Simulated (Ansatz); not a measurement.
The (10-11) face of hcp Os can be cut between different planes. Symmetric, stoichiometric slabs relaxed in the 1x1 cell (13.7 Å²): top plane Os, 0.35 Å over the next in the ideal cut; top plane Os, 1.74 Å over the next in the ideal cut.

Method: PBE (plane waves to 420 eV, PAW; Ansatz, a quantum-chemistry and plane-wave program).

Problem. Rank these by surface energy (lowest first), as PBE gives it.

Solution. the cut with an outer spacing of 0.35 Å (3.47 J/m²), the cut with an outer spacing of 1.74 Å (4.14 J/m²)
